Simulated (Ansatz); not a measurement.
Here is the system:

```xyz
1
Lattice="0.0000 2.3492 2.3492 2.3492 0.0000 2.3492 2.3492 2.3492 0.0000" Properties=species:S:1:pos:R:3 pbc="T T T"
Pb     0.0000     0.0000     0.0000
```

These are PBEsol, DFPT electron-phonon coupling, linearised Boltzmann equation (plane waves, PAW, scalar-relativistic; Ansatz, a quantum-chemistry and plane-wave program) values and carry that method's errors. Condition of this run: hydrostatic pressure 10 GPa (the target of the relaxation). Geometry: relaxed with this functional, without spin-orbit coupling, then loaded as said.

Task: Predict λ, the logarithmic mean phonon energy and the superconducting Tc for μ* = 0.13 referred to 8.4 meV.

Result: λ = 0.66, ħω_log = 7.2 meV, Tc 1.90 K from the anisotropic Eliashberg equations. μ* is a chosen number, and Tc is 3.1 K at 0.08 and 1.33 K at 0.16.

A metal at this level (no band gap). The phonons are harmonic. Spin-orbit coupling is left out, which matters with elements this heavy. The self-energy correction of the phonons between q points moved λ by 4 %. The run warned that the eigensolver left some states short of its tolerance. Halving the electron mesh (32x32x32) moves the coupling by up to 1 %, Tc by up to 1 %. Smearing 0.20 eV; phonons on a 5x5x5 q mesh, which this run doesn't test.
